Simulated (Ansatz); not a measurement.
**Convergence study of shifted k-point meshes for InSe (R3m, 4 atoms in the cell)**

```
CELL_PARAMETERS angstrom
      2.01323     1.16234     8.56548
     -2.01323     1.16234     8.56548
      0.00000    -2.32468     8.56548
ATOMIC_POSITIONS crystal
  In 0.11230 0.11230 0.11230
  In 0.00183 0.00183 0.00183
  Se 0.61971 0.61971 0.61971
  Se 0.82581 0.82581 0.82581
```

Computed with PBEsol, PAW files made with PBE (plane waves; Ansatz, a program for electronic structure).

Base settings: basis.ecutwfc = 420 eV; kpoints.mp_grid.grid = 7 7 7; hamiltonian.xc = pbesol; hamiltonian.pseudopotentials = {kind: paw} (the program's default PAW files); scf.occupations.method = fixed.

In this ladder: kpoints.mp_grid.shift = 0.5 0.5 0.5.

Shifted meshes do not hold Γ, so a gap read on them misses any band edge there.

Only quantities that move along the ladder and can be compared are tabulated.

The count of work is k-points × plane waves × bands × iterations; it is no time. Core times come from one kind of shared machine, to one figure; runs under 30 s give none.

The starting cell comes from a database of computed structures (which also holds hypothetical and non-ambient phases and stackings), without a prior relaxation at this level. Its lattice was rescaled by up to half a per cent. One atom was moved a little off its site on purpose. Ansatz's pressure includes its estimate of the finite-basis (Pulay) stress.

```tsv
kpoints.mp_grid.grid	free energy less the last step's (meV/atom)	pressure (GPa)	largest difference of a force vector from the last step's (eV/Å)	gap on the mesh (eV)	count of work / last	core time / last (rough)
2 2 2	303.76	2.53	0.185	1.865	0.0022	–
3 3 3	79.67	0.94	0.019	0.280	0.0067	–
4 4 4	18.33	0.37	0.028	1.005	0.011	–
5 5 5	4.97	0.20	0.006	0.290	0.021	–
6 6 6	1.38	0.16	0.006	0.709	0.031	–
7 7 7	0.49	0.14	0.001	0.291	0.049	–
8 8 8	0.13	0.13	0.002	0.543	0.067	–
9 9 9	0.06	0.13	0.000	0.291	0.095	–
10 10 10	0.01	0.13	0.001	0.459	0.12	–
11 11 11	0.01	0.13	0.000	0.291	0.16	0.2
12 12 12	0.00	0.13	0.000	0.411	0.20	0.2
14 14 14	0.00	0.13	0.000	0.381	0.31	0.4
15 15 15	0.00	0.13	0.000	0.291	0.39	0.6
17 17 17	0.00	0.13	0.000	0.291	0.55	0.6
19 19 19	0.00	0.13	0.000	0.291	0.75	0.8
21 21 21	0.00	0.13	0.000	0.291	1.0	1
```

Coarsest kpoints.mp_grid.grid that holds the forces within 0.005 eV/Å of the last step, with all finer ones: 7 7 7, at 0.049 of the last step's count of work; the step before is off by 0.006 eV/Å.

Coarsest kpoints.mp_grid.grid that holds the pressure within 0.1 GPa of the last step, with all finer ones: 5 5 5, at 0.021 of the last step's count of work; the step before is off by 0.24 GPa.

The gap on the mesh jumps up and down from mesh to mesh; it is no smooth measure of convergence.

Keys are those of Ansatz 0.2.
